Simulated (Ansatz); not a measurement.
Os (model structure, started from the diamond type, Fd-3m, No. 227, 2 atoms in the cell) was calculated with r²SCAN (PAW; Ansatz, a quantum-chemistry and plane-wave program).

Numerical settings: plane-wave cutoff 560 eV, 18×18×18 k mesh, Fermi–Dirac smearing 0.05 eV, no spin polarisation, scalar-relativistic PAW data made under PBE.

Cell (relaxed at this level):

Os has the cubic space group Fd-3m, origin choice 1 (No. 227), the diamond structure, Pearson symbol cF8. Lattice parameters: a = 5.518 Å, b = 5.518 Å, c = 5.518 Å, α = 90.00°, β = 90.00°, γ = 90.00°. Os on 8b is coordinated by 4 Os at 2.389 Å (tetrahedral). (Neighbours: up to the widest gap in distance over summed covalent radii, below 1.35, at either atom.)
(The calculation used a cell of 2 atoms; values per cell refer to that cell.)

What does this level give for the bulk modulus?


- bulk modulus: 222 GPa

Note: the run has no spin polarisation, so it can have missed a magnetic state; the bulk modulus is −V dP/dV from two relaxed cells at ±2 % in volume; the relaxation could raise the start's symmetry but not lower it, so the cell can be a saddle point.

Spin–orbit coupling is not included.

The computed numbers hold no vibrational or temperature effects.

A model structure was made by putting elements into a prototype or built by hand; it is no filed structure, need not be a known phase, and can be a saddle point held by its symmetry.
